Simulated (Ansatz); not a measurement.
# Stishovite (SiO2)

Method: LDA in Ansatz (PAW).

Settings: plane-wave cutoff 520 eV, 6×6×10 k mesh (along the axes of the cell as run), scalar-relativistic PAW data made under PBE.

Cell (relaxed at this level):

```yaml
crystal:
  lattice:
    - [4.15519, 0.00000, 0.00000]
    - [0.00000, 4.15519, 0.00000]
    - [0.00000, 0.00000, 2.66156]
  atoms:
    - { symbol: Si, position: [0.00000, 0.00000, 0.00000] }
    - { symbol: Si, position: [0.50000, 0.50000, 0.50000] }
    - { symbol: O, position: [0.30557, 0.30557, 0.00000] }
    - { symbol: O, position: [0.80557, 0.19443, 0.50000] }
    - { symbol: O, position: [0.19443, 0.80557, 0.50000] }
    - { symbol: O, position: [0.69443, 0.69443, 0.00000] }
```

- elastic constant C11: 451 GPa
- elastic constant C12: 223 GPa
- elastic constant C13: 195 GPa
- elastic constant C33: 747 GPa
- elastic constant C44: 253 GPa
- elastic constant C66: 326 GPa
- Voigt–Reuss–Hill bulk modulus: 314 GPa
- Voigt–Reuss–Hill shear modulus (Hill average): 221 GPa
- Young modulus: 537 GPa
- Poisson ratio: 0.215

Measured, for comparison: elastic constant C11 462 GPa, elastic constant C12 201 GPa, elastic constant C13 190 GPa, elastic constant C33 769 GPa, elastic constant C44 258 GPa (temperature not stated, no zero-point or thermal correction; as tabulated in Lakshtanov, Sinogeikin, Hellwig, Katsura, Bass et al., AGU Fall Meeting 2007 …); elastic constant C66 299 GPa (temperature not stated, no zero-point or thermal correction, our sources range from 299 to 321; as tabulated in Lakshtanov, Sinogeikin, Hellwig, Katsura, Bass et al., AGU Fall Meeting 2007 …). Computed (rounded) less measured: elastic constant C11 -2 %, elastic constant C12 +11 %, elastic constant C13 +3 %, elastic constant C33 -3 %, elastic constant C44 -2 %, elastic constant C66 +9 % (+2 % to +9 % over the range). A static lattice is as a rule a little smaller and stiffer than an uncorrected measurement, which narrows the difference in the elastic constant C13, elastic constant C66 and would widen misses of the other sign.

Elastic constants are with the ions relaxed.

Computed values are for the static lattice.

The result took roughly 5 core-minutes.

Ansatz is a quantum-chemistry and plane-wave program.
